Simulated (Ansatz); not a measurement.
A calculation on TiO2 (Pbca, No. 61) returned equilibrium volume per atom 10.77 Å³/atom, formation enthalpy -3.160 eV/atom.

Problem. Which level of theory produced these numbers?
(A) r²SCAN-D4 (Ansatz, a quantum-chemistry and plane-wave program)
(B) r²SCAN (Ansatz)
(C) PBE-D4 (Ansatz)
(D) PBE-D3(BJ) (Ansatz)

Solution. C, PBE-D4 (Ansatz)

The others give: r²SCAN-D4 10.65 Å³/atom, -3.385 eV/atom; r²SCAN 10.72 Å³/atom, -3.328 eV/atom; PBE-D3(BJ) 10.77 Å³/atom, -3.062 eV/atom.

Unless a cell is named, each level is at its own relaxed cell (PBE-D3(BJ) 10.77, PBE-D4 10.77, r²SCAN 10.72, r²SCAN-D4 10.65 Å³/atom).

Caveats: the relaxation could not lower the start's symmetry, so the cell can be a saddle point above a distorted one (r²SCAN-D4, r²SCAN, PBE-D3(BJ), PBE-D4). Ansatz's density-functional and Hartree–Fock values are scalar-relativistic unless marked +SOC, with PAW data made under PBE.
